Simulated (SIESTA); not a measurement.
Short convergence ladders for WSe2 (P3m1, 6 atoms in the cell)

```xyz
6
Lattice="1.6482 -2.8548 0.0000 1.6482 2.8548 0.0000 0.0000 0.0000 13.0248" Properties=species:S:1:pos:R:3 pbc="T T T"
W      1.6482     0.9516     3.3062
W      1.6482    -0.9516     9.7686
Se     1.6482     0.9516    11.4488
Se     1.6482    -0.9516     4.9364
Se     1.6482    -0.9516     1.5760
Se     1.6482     0.9516     8.0884
```

Base method: GGA PBEsol, numerical atomic orbitals DZP, PseudoDojo PBEsol standard norm-conserving potentials (rewritten from UPF to PSML) (SIESTA 5.4.2).

Base settings: XC.functional = GGA; XC.authors = PBEsol; potentials = PseudoDojo PBEsol standard; PAO.BasisSize = DZP; PAO.EnergyShift = 0.01 Ry; MeshCutoff = 300 Ry; kgrid.MonkhorstPack = 3 3 1; OccupationFunction = FD; ElectronicTemperature = 580.23 K; MaxSCFIterations = 150.

Core times come from one kind of shared machine, to one figure; runs under 30 s give none.

**The setting basis size**

Level: DFT, GGA PBEsol, numerical atomic orbitals TZDP, PseudoDojo PBEsol standard norm-conserving potentials (rewritten from UPF to PSML).

Moved along: PAO.BasisSize.

The second cell is the first with its lattice scaled by 0.98.

The mesh stays at the base's, so the ladder's end is converged at best in this setting alone.

The sets are ordered by size and need not be nested.

Only quantities that move along the ladder and can be compared are tabulated; the gap is left out on so coarse a mesh.

| basis (functions) | energy of the compressed cell less the first (meV/atom) | pressure (GPa) | largest difference of a force vector from the last step's (eV/Å) |
|---|---|---|---|
| SZ (56) | 51.22 | 1.38 | 0.504 |
| SZP (82) | 61.04 | 2.92 | 0.631 |
| DZ (84) | 5.99 | -4.13 | 0.268 |
| DZP (110) | 51.86 | 1.87 | 0.366 |
| TZP (138) | 41.73 | 0.93 | 0.157 |
| TZDP (164) | 39.40 | 0.62 | 0.000 |

Coarsest basis (functions) that holds the pressure within 1 GPa of the last step, with all finer ones: TZP (138); the step before is off by 1.3 GPa.

Coarsest basis (functions) that holds the forces within 0.02 eV/Å: not settled: the last two steps still differ by 0.16 eV/Å, over half the tolerance, so the ladder does not show it.

Coarsest basis (functions) that holds the energy of the compressed cell less the first within 2 meV/atom: not settled: the last two steps still differ by 2.3 meV/atom, over half the tolerance, so the ladder does not show it.

**The relaxed cell against the cutoff**

On WSe2 (P6_3/mmc, 6 atoms in the cell): atoms on their sites.

In this ladder: MD.TypeOfRun = Broyden; MD.Steps = 40; MD.MaxForceTol = 0.02 eV/Ang; MD.VariableCell = true; MD.MaxStressTol = 0.05 GPa.

The mesh stays at the base's, so the ladder's end is converged at best in this setting alone.

Only quantities that move along the ladder and can be compared are tabulated; the gap is left out on so coarse a mesh.

```tsv
MeshCutoff	relaxed volume (Å³/atom)	relaxation steps	core time / last (rough)
150 Ry (159 Ry used)	20.831	18	0.4
180 Ry (188 Ry used)	20.678	9	0.2
210 Ry (233 Ry used)	20.562	5	0.2
255 Ry (265 Ry used)	20.540	6	0.3
300 Ry (304 Ry used)	20.548	5	0.2
360 Ry (364 Ry used)	20.521	8	0.4
450 Ry (525 Ry used)	20.522	4	0.5
600 Ry (649 Ry used)	20.505	9	1
```

Coarsest MeshCutoff that holds the relaxed volume within 0.103 Å³/atom of the last step, with all finer ones: 210 Ry (233 Ry used), at about 0.2 of the last step's time; the step before is off by 0.17 Å³/atom.

At the lowest cutoff the cell relaxes to a volume 1.6 % larger than at the highest.

On the base run: the starting cell has typed, rounded lattice constants, without a prior relaxation at this level. Its lattice was rescaled by up to half a per cent. One atom was moved a little off its site on purpose. Values carry the incompleteness of an atom-centred basis. In the base run, forces exceed 1 eV/Å.
